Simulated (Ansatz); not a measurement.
Start from BaTiO3 in the cubic perovskite structure (space group Pm-3m, No. 221; a = 3.9699 Å).

The change: a hydrostatic pressure of 1.8 GPa.

Levels (all Ansatz, an electronic-structure program, PAW): PBEsol (420 eV, no spin-orbit coupling); r2SCAN (500 eV, no spin-orbit coupling); HSE06 (420 eV, without spin-orbit coupling).

At the geometry relaxed with PBEsol, these levels gave the following band gaps, in shuffled order: (a) 2.24 eV, (b) 3.30 eV, (c) 1.84 eV.

Match each gap to its level.

(a) r2SCAN; (b) HSE06; (c) PBEsol.

Single points use the geometry relaxed with PBEsol. HSE06 gaps are upper bounds (no full band path). Load acts through the strain it causes; cell and atoms are relaxed under it. Whether these cells are dynamically stable was not tested. The final runs are not spin-polarised. Many cubic perovskites are stable only at high temperature; tilts and polar distortions were not tested. This is not the structure that BaTiO3 has at room temperature and ambient pressure.
